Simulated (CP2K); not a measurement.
```yaml
crystal:
  lattice:
    - [4.51372, 0.00000, 0.00000]
    - [0.00000, 8.07895, 0.00000]
    - [0.00000, 0.00000, 16.60599]
  atoms:
    - { symbol: Ba, position: [0.25000, 0.68472, 0.42153] }
    - { symbol: Ba, position: [0.25000, 0.31528, 0.57847] }
    - { symbol: H, position: [0.25000, 0.35610, 0.42153] }
    - { symbol: H, position: [0.25000, 0.64390, 0.57847] }
    - { symbol: H, position: [0.75000, 0.50000, 0.50000] }
    - { symbol: I, position: [0.75000, 0.00000, 0.50000] }
```

Method of the run: LDA (Pade form), GPW, DZVP-MOLOPT-SR-GTH basis, GTH-PADE potentials (GTH_POTENTIALS) run with CP2K.

The set-up and first iterations of a CP2K log for a (100) slab of Ba2H3I (cut from a parent of space group no. 164; 6 atoms in the cell):

```
 GLOBAL| Method name                                                        CP2K
 GLOBAL| Project name                                                       calc
 GLOBAL| Run type                                                   ENERGY_FORCE

 CELL| Volume [angstrom^3]:                                           605.556022
 CELL| Vector a [angstrom]:       4.514     0.000     0.000   |a| =     4.513718
 CELL| Vector b [angstrom]:       0.000     8.079     0.000   |b| =     8.078952
 CELL| Vector c [angstrom]:       0.000     0.000    16.606   |c| =    16.605994
 CELL| Angle (b,c), alpha [degree]:                                    90.000000
 CELL| Angle (a,c), beta  [degree]:                                    90.000000
 CELL| Angle (a,b), gamma [degree]:                                    90.000000
 CELL| Numerically orthorhombic:                                             YES
   [... lines left out ...]
 BRILLOUIN| K-point symmetry accuracy                               0.100000E-05
 BRILLOUIN| K-Point point group symmetrization                               OFF
 BRILLOUIN| Wavefunction type                                            COMPLEX
 BRILLOUIN| List of Kpoints [2 Pi/Bohr]                                       43
 BRILLOUIN| Number           Weight            X              Y              Z
 BRILLOUIN|     1           0.02381       -0.41667       -0.42857        0.00000
 BRILLOUIN|     2           0.02381       -0.41667       -0.28571        0.00000
 BRILLOUIN|     3           0.02381       -0.41667       -0.14286        0.00000
   [... 40 lines left out ...]
 *******************************************************************************

 Extrapolation method: initial_guess

 Re-scaling the density matrix to get the right number of electrons
                  # Electrons              Trace(P)               Scaling factor
                           30                30.000                        1.000

 Number of electrons:                                                         30
 Number of occupied orbitals:                                                 15
 Number of molecular orbitals:                                                21

 Number of orbital functions:                                                 56
 Number of independent orbital functions:                                     56
 SCF WAVEFUNCTION OPTIMIZATION

  Step     Update method      Time    Convergence         Total energy    Change
     1 NoMix/Diag. 0.20E+00      -     2.03773127       -64.0578094213 -6.41E+01
     2 Broy./Diag. 0.20E+00      -     0.00879005       -64.1444795721 -8.67E-02
     3 Broy./Diag. 0.20E+00      -     0.04077703       -64.0061019957  1.38E-01
     4 Broy./Diag. 0.20E+00      -     0.02341062       -64.1362629222 -1.30E-01
     5 Broy./Diag. 0.20E+00      -     0.04134948       -64.2294747937 -9.32E-02
     6 Broy./Diag. 0.20E+00      -     0.00637180       -64.3004298823 -7.10E-02
```

### Question
How does the run end?

### Answer
The run converged in 38 iterations. Convergence of the loop says nothing yet on basis, mesh or lower states. It ends on: free energy E − TS -1750.7141 eV; top of the valence band (on the code's own zero) -0.63 eV; gap on the k-point mesh 0.25 eV; pressure averaged over the cell with its vacuum -1.64 GPa; largest force (vector length) 2.480 eV/Å. The log goes on:

```
   [... 28 lines left out ...]
    35 Broy./Diag. 0.20E+00      -     0.00000025       -64.3375528673 -1.30E-06
    36 Broy./Diag. 0.20E+00      -     0.00000027       -64.3375548582 -1.99E-06
    37 Broy./Diag. 0.20E+00      -     0.00000017       -64.3375562319 -1.37E-06
    38 Broy./Diag. 0.20E+00      -     0.00000008       -64.3375561960  3.59E-08
  *** SCF run converged in    38 steps ***

  Overlap energy of the core charge distribution:               0.00000000000000
  Self energy of the core charge distribution:               -133.39426866566626
  Core Hamiltonian energy:                                     26.52790871567688
  Hartree energy:                                              53.01733160083975
  Exchange-correlation energy:                                -10.48843886424600
  Electronic entropic energy:                                  -0.00008898271528
  Fermi energy:                                                -0.01862846605964

  Total energy:                                               -64.33755619600166
  Total energy (extrapolated to T->0):                        -64.33751170464402

                     Mulliken Population Analysis

 #  Atom  Element  Kind  Atomic population                           Net charge
   [... lines left out ...]
 FORCES| Total atomic force                                       4.26886495E-10

 STRESS| Analytical stress tensor [bar]
 STRESS|                        x                   y                   z
 STRESS|      x       -6.36425718860E+03   1.08973844527E-06   2.28680940670E-07
 STRESS|      y        1.08973844527E-06  -2.26862247574E+04   2.40695752367E+03
 STRESS|      z        2.28680940670E-07   2.40695752367E+03  -2.00937927383E+04
 STRESS| 1/3 Trace                                            -1.63814248948E+04
```

For comparison: a first run was changed to give this one (KPOINTS/SCHEME: MONKHORST-PACK 3 2 1 → MONKHORST-PACK 12 7 1), and from it to this one the free energy goes down by 5.4 meV/atom, the largest force goes from 2.423 to 2.480 eV/Å and the gap on the mesh goes from 0.222 to 0.246 eV.

The starting cell comes from a database of computed structures (which also holds hypothetical and non-ambient phases and stackings), without a prior relaxation at this level. The slab is cut from that crystal, and its faces are unrelaxed. Its lattice was rescaled by up to half a per cent. Spin-orbit coupling is off. Spin polarisation is off, though cut faces can carry moments; a gap of a slab can lie between surface states. Values carry the incompleteness of an atom-centred basis. Forces in this geometry exceed 1 eV/Å.

The run was DFT LDA (Pade form), GPW, DZVP-MOLOPT-SR-GTH basis, GTH-PADE potentials (GTH_POTENTIALS). Main settings of its input:

- CUTOFF: 500 Ry
- REL_CUTOFF: 50 Ry
- SMEAR/METHOD: FERMI_DIRAC
- ELECTRONIC_TEMPERATURE: 580.23 K
- KPOINTS/SCHEME: MONKHORST-PACK 12 7 1
- GAMMA_CENTERED: T
- XC_FUNCTIONAL: PADE
- Ba/BASIS_SET: DZVP-MOLOPT-SR-GTH-q10
- Ba/POTENTIAL: GTH-PADE-q10
- H/BASIS_SET: DZVP-MOLOPT-SR-GTH-q1
- H/POTENTIAL: GTH-PADE-q1
- I/BASIS_SET: DZVP-MOLOPT-SR-GTH-q7
